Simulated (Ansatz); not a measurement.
The parent structure is MgS in the rock salt structure (space group Fm-3m, No. 225; a = 5.1820 Å). Axes: x, y, z lie along the cube axes.

Now apply this change: biaxial strain −4.71 %, plane normal [001], relaxed out of plane (Cartesian); in-plane vectors clamped, the third vector and the atoms free.

Levels (all Ansatz, a quantum-chemistry and plane-wave program, PAW): PBEsol (420 eV, no SOC); r2SCAN (500 eV, no SOC); HSE06 (420 eV, no spin-orbit coupling).

At the geometry relaxed with PBEsol, these levels gave the following band gaps, in shuffled order: (a) 3.70 eV, (b) 3.36 eV, (c) 2.59 eV.

**Question.** Match each gap to its level.

**Answer.** (a) HSE06; (b) r2SCAN; (c) PBEsol.

Single points use the geometry relaxed with PBEsol. HSE06 was sampled on its mesh, a few special points and the semilocal edge points, so its gap is an upper bound. Whether these cells are dynamically stable was not tested.
